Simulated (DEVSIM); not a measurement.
System: abrupt In0.53Ga0.47As p-n junction, at 300 K.

Layer 1 from the left is In0.53Ga0.47As, thickness (μm) 39.0, Na (cm⁻³) 1.9e16, τn (s) 3.4e-10, τp (s) 3.4e-10. Layer 2 from the left is In0.53Ga0.47As, thickness (μm) 260, Nd (cm⁻³) 1.3e16, τn (s) 3.4e-10, τp (s) 3.4e-10.

Left contact: ohmic. Right contact: ohmic. Voltage is applied to the left contact. Recombination: SRH at mid-gap, Auger. Mobility is μmin + (μ − μmin)/(1 + (N/Nref)^α).

Constants are typed, rounded textbook-type inputs, not results; the design itself was drawn at random and stands for no fabricated device. Values at 300 K.

In0.53Ga0.47As: gap (eV) 0.74, affinity (eV) 4.51, permittivity 13.9, Nc (cm⁻³) 2.1e17, Nv (cm⁻³) 7.7e18, μn (cm²/Vs) 12000, μp (cm²/Vs) 300, μn,min 300, μp,min 10, Nref,n 1.3e17, Nref,p 4.9e17, αn 0.48, αp 0.4, Cn (cm⁶/s) 5e-29, Cp (cm⁶/s) 5e-29.

DEVSIM, 1D drift-diffusion, Boltzmann statistics, complete ionisation; no tunnelling, impact ionisation, image-force lowering or self-heating.

Task: What does the simulation give for the potential step across the device at zero bias, the dark forward voltage at 1 A/cm², the dark forward voltage at 100 A/cm², the largest field in the device at zero bias?

Result: potential step across the device at zero bias 0.513 V; dark forward voltage at 1 A/cm² 0.310 V; dark forward voltage at 100 A/cm² 1.052 V; largest field in the device at zero bias 30000 V/cm.
